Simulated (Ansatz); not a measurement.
Functionals compared on the (21-33) surface of hcp Re in its 1x1 cell, outermost plane spacing 0.13 Å in the ideal cut, in Ansatz (plane waves, PAW). The structure was relaxed with PBE; the other rows are single points on it, each with its references at the same level. Cutoff 420 eV (500 eV for r2SCAN).

Slab: 28 atoms, 10.2 Å thick at the start (thin: gaps and levels are the slab's own); k 7x5x1, smearing 0.1 eV, dipole-corrected; all atoms relaxed; symmetry of the start imposed; no spin, no spin-orbit, no U. These notes are the PBE run's.

| functional | surface energy (J/m²) | work function of the top face (eV) | rough cost of the single point |
|---|---|---|---|
| PBE | 3.51 | 4.71 | – |
| LDA | 4.04 | 5.02 | very roughly 7 core-minutes |
| PBEsol | ? | ? | very roughly 7 core-minutes |
| RPBE | 3.29 | 4.57 | roughly 8 core-minutes |
| r2SCAN | 3.73 | 4.74 | about 13 core-minutes (a rough figure) |

Q: Some entries are withheld; supply them.

A: 
- PBEsol, surface energy (J/m²): 3.92
- PBEsol, work function of the top face (eV): 4.81

Ansatz is an electronic-structure program.
